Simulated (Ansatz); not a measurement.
This Ansatz (a quantum-chemistry and plane-wave program) input is the reference run, TiC in the rock salt structure (space group Fm-3m, No. 225; relaxed with 0.1 eV smearing), computed with r2SCAN (Ansatz; PAW; 500 eV plane waves; scalar-relativistic without spin-orbit coupling), earlier PAW set:

Ansatz 0.2 input:
```yaml
crystal:
  lattice:
    - [0, 2.1642517995, 2.1642517995]
    - [2.1642517995, 0, 2.1642517995]
    - [2.1642517995, 2.1642517995, 0]
  atoms:
    - { symbol: C, position: [0, 0, 0] }
    - { symbol: Ti, position: [0.5, 0.5, 0.5] }
basis: { ecutwfc: 500, ecutrho_ratio: 4, xc_grid: 4, fft_grid_basis: typed }
kpoints: { mp_grid: { grid: [23, 23, 23] } }
hamiltonian:
  xc: r2scan
  dispersion: none
  pseudopotentials: { azcp: { folder: ./paw }, kind: paw }
scf: { occupations: { method: fermi_dirac, width: 0.1 } }
relax: { f_tol: 0.005, max_steps: 30, cell: { stress_tol: 0.01 } }
output: { forces: true, stress: true }
checkpoint: { write: state.ck, write_every: 1000 }
```

Question: Write the input for this change: uniaxial stress, 3 GPa tension along x, with the cell and atoms free to relax against it.

Answer: 
Ansatz 0.2 input:
```yaml
crystal:
  lattice:
    - [0, 2.1642517995, 2.1642517995]
    - [2.1642517995, 0, 2.1642517995]
    - [2.1642517995, 2.1642517995, 0]
  atoms:
    - { symbol: C, position: [0, 0, 0] }
    - { symbol: Ti, position: [0.5, 0.5, 0.5] }
basis: { ecutwfc: 500, ecutrho_ratio: 4, xc_grid: 4, fft_grid_basis: typed }
kpoints: { mp_grid: { grid: [23, 23, 23] } }
hamiltonian:
  xc: r2scan
  dispersion: none
  pseudopotentials: { azcp: { folder: ./paw }, kind: paw }
scf: { occupations: { method: fermi_dirac, width: 0.1 } }
relax: { f_tol: 0.005, max_steps: 50, cell: { stress_tol: 0.01, sigma_target: [-3, 0, 0, 0, 0, 0] } }
output: { forces: true, stress: true }
checkpoint: { write: state.ck, write_every: 1000 }
```
This is the input that was run.

Load acts through the strain it causes; cell and atoms are relaxed under it. sigma_target is in GPa, compression positive, in the order xx, yy, zz, yz, xz, xy. Stability under load was not tested beyond the relaxation. All final runs are without spin polarisation.
